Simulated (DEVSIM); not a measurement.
Device: Ge p-i-n diode, at 300 K.

| layer (left to right) | material | thickness (μm) | Nd (cm⁻³) | Na (cm⁻³) | τn (s) | τp (s) |
|---|---|---|---|---|---|---|
| 1 | Ge | 0.840 | - | 2e18 | 6.1e-5 | 6.1e-5 |
| 2 | Ge | 7.50 | 1e13 | - | 6.1e-5 | 6.1e-5 |
| 3 | Ge | 0.590 | 4.3e17 | - | 6.1e-5 | 6.1e-5 |

Left contact: ohmic. Right contact: ohmic. Voltage is applied to the left contact. Recombination: SRH at mid-gap. Mobility is constant in doping. Where it depends on doping, it is μmin + (μ − μmin)/(1 + (N/Nref)^α).

Constants are typed, rounded textbook-type inputs, not results; the design itself was drawn at random and stands for no fabricated device. Values at 300 K; Nc and Nv go as T^1.5, mobilities as T to minus their exponent, the gap by Varshni's rule with the affinity fixed. The table also holds parameters that only a changed run uses.

```csv
parameter,Ge
gap (eV),0.664
affinity (eV),4
permittivity,16
Nc (cm⁻³),1.04e19
Nv (cm⁻³),6e18
μn (cm²/Vs),3900
μp (cm²/Vs),1900
"μn,min",150
"μp,min",100
"Nref,n",2.6e17
"Nref,p",4e17
αn,0.56
αp,0.6
T exponent of μn,1.66
T exponent of μp,2.33
Cn (cm⁶/s),1e-31
Cp (cm⁶/s),1e-31
Varshni α (eV/K),0.000477
Varshni β (K),235
```

Simulated with DEVSIM: 1D drift-diffusion, Boltzmann statistics, complete ionisation; no tunnelling, impact ionisation, image-force lowering or self-heating.

Base results: dark forward voltage at 100 A/cm² (V) 0.351; potential step across the device at zero bias (V) 0.553.

### Question
What follows from this one change: thickness of layer 2 7.5 → 13 μm?

### Answer
dark forward voltage at 100 A/cm² 0.351 → 0.356 V; potential step across the device at zero bias little changed (0.553 V).

### Question
What follows from this one change: temperature 300 → 450 K?

### Answer
dark forward voltage at 100 A/cm² 0.351 → 0.109 V; potential step across the device at zero bias 0.553 → 0.390 V.

### Question
What follows from this one change: doping-dependent mobility in place of the constant one?

### Answer
dark forward voltage at 100 A/cm² 0.351 → 0.370 V; potential step across the device at zero bias little changed (0.553 V).
